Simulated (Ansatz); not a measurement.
Take Ag in the fcc (Cu type) structure (space group Fm-3m, No. 225; relaxed with 0.1 eV smearing) as the base.

```
Ag
1.0
    0.00000     2.02691     2.02691
    2.02691     0.00000     2.02691
    2.02691     2.02691     0.00000
Ag
1
Direct
  0.00000   0.00000   0.00000
```

Cartesian axes are those of the cell as printed.

Level of theory: PBEsol, PAW, 420 eV (Ansatz, a first-principles code; no spin-orbit coupling).

Strains are applied to the cell and any free atomic positions relax; under biaxial strain the out-of-plane vector relaxes too.

One change was made to it. Results:

| quantity | base | after |
|---|---|---|
| pressure (mean of the normal stresses, compression positive) | 0.0 GPa | -1.1 GPa |
| energy relative to the base (free energy F) | 0 meV/atom | +5.0 meV/atom |

Problem. Which change produced these results?
A) biaxial strain −1.00 %, plane normal [001], relaxed out of plane
B) biaxial strain +2.50 %, plane normal [001], relaxed out of plane
C) biaxial strain +1.00 %, plane normal [001], relaxed out of plane
D) biaxial strain −0.50 %, plane normal [001], relaxed out of plane

Solution. B, biaxial strain +2.50 %, plane normal [001], relaxed out of plane. For comparison, the energy relative to the base in the other runs: biaxial strain −0.50 %, plane normal [001], relaxed out of plane gives +0.3 meV/atom; biaxial strain −1.00 %, plane normal [001], relaxed out of plane gives +1.1 meV/atom; biaxial strain +1.00 %, plane normal [001], relaxed out of plane gives +0.9 meV/atom.

Whether these cells are dynamically stable was not tested.
